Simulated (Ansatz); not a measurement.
An Ansatz (a quantum-chemistry and plane-wave program) input (PBEsol-D3(BJ) (Ansatz; PAW; 420 eV plane waves; spin-orbit coupling left out)):

Ansatz 0.2 input:
```yaml
crystal:
  lattice:
    - [1.8726956753, 1.0812013522, 3.2514873724]
    - [-1.8726956753, 1.0812013522, 3.2514873724]
    - [0, -2.1624027045, 3.2514873724]
  atoms:
    - { symbol: As, position: [0.2327405599, 0.2327405599, 0.2327405599] }
    - { symbol: As, position: [0.7672594401, 0.7672594401, 0.7672594401] }
basis: { ecutwfc: 420, ecutrho_ratio: 4, xc_grid: 2, fft_grid_basis: typed }
kpoints: { mp_grid: { grid: [15, 15, 15] } }
hamiltonian:
  xc: pbesol
  dispersion: d3bj
  pseudopotentials: { kind: paw }
scf: { occupations: { method: fermi_dirac, width: 0.05 }, convergence: { dr2_threshold: 0.0000000002 } }
output: { forces: true, stress: true }
```

**Question.** Which symmetry and how many k-points will the program report, and about how many plane waves at Γ?

**Answer.** Space group R-3m (ITA 166) with 12 operations, k-points 344 of 3375, and 767 plane waves at Γ.

No phonon test of stability was made. The cell is As in the A7 type structure (space group R-3m, No. 166; layered).
